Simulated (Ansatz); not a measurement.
The starting structures come from a database of crystals and need not be the phases stable at ambient conditions.

Data:

```yaml
crystal:
  lattice:
    - [6.20324, 0.00000, 0.00000]
    - [0.00000, 7.86438, 0.00000]
    - [3.10162, 2.62146, 1.79072]
  atoms:
    - { symbol: K, position: [0.00000, 0.99167, 0.00000] }
    - { symbol: I, position: [0.00000, 0.49315, 0.00000] }
    - { symbol: O, position: [0.55368, 0.45458, 0.44633] }
    - { symbol: O, position: [0.44633, 0.90091, 0.10735] }
    - { symbol: O, position: [0.00000, 0.45458, 0.44633] }
```

Space group of this cell: R3m. The cell is taken as given; by PBEsol its mean pressure is 1.3 GPa.

Transport runs along the normal of the first two printed cell vectors, the (100) plane of the conventional cell.

The gap is the functional's own. No spin-orbit coupling. Mid-gap values are interpolated on the energy grid.

Compute, with PBEsol in Ansatz (a quantum-chemistry and plane-wave program), the band gap and the smallest decay constant κ at mid-gap.

Gap 2.45 eV on a 16×16×16 mesh; κ = 0.272 1/Å, at (0.167, 0.500) of the in-plane reciprocal vectors. At the zone centre, at the nearest computed energy, the slowest state has κ = 0.33 1/Å.
